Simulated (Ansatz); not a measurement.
How the band gap of In₂Se₃ (P6₁, No. 169, 30 atoms in the cell; start mp-612740) moves with the method

No measured value is used here.

| level (code) | value (eV) |
|---|---|
| LDA (Ansatz) | 0.87 |
| PBEsol (Ansatz) | … |
| r²SCAN (Ansatz) | 1.56 |
| HSE06 (Ansatz) | 1.94 |

Some entries are withheld; supply them.


- PBEsol (Ansatz, an electronic-structure program), value (eV): 0.99

Computed values are for a static lattice. Spin–orbit coupling is included only where a level's name says +SOC; with heavier elements it mostly lowers gaps and can invert bands.  HSE06: the gap is read on the k mesh or supercell of the run alone and can be too large. Values are at the level's own equilibrium cell; PBEsol at the PBEsol cell; HSE06 at the PBEsol cell. Cutoffs and k meshes differ between the levels. Ansatz's density-functional and Hartree–Fock values are scalar-relativistic unless marked +SOC, with PAW data made under PBE.

A start named mp-… is a Materials Project structure, which need not be a measured phase.
